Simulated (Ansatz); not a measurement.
Consider the following.

```
CELL_PARAMETERS angstrom
      0.00000     3.06872     3.06872
      3.06872     0.00000     3.06872
      3.06872     3.06872     0.00000
ATOMIC_POSITIONS crystal
  Ba 0.00000 0.00000 0.00000
  F  0.25000 0.25000 0.25000
  F  0.75000 0.75000 0.75000
```

Level of theory: r2SCAN, rigid bands (plane waves, PAW, scalar-relativistic; Ansatz, an electronic-structure program). Condition of this run: functional r2SCAN on the same cell. Cell: cell and atoms relaxed with PBEsol.

**Question.** What conductivity effective mass do dilute holes have at 300 K?

**Answer.** 4.6 mₑ.

**Question.** Predict the electron conductivity mass (n e² τ/σ) at 300 K, by direction if it differs.

**Answer.** 0.51 mₑ.

**Question.** And the band gap?

**Answer.** 7.53 eV at this level; semilocal functionals usually fall short of the measured gap.

Rigid bands, one relaxation time for all states, no polarons. Spin-orbit coupling is left out; where it splits the top of the valence band it changes the hole mass and lowers the gap by about a third of the splitting. Geometry: cell and atoms relaxed with PBEsol.
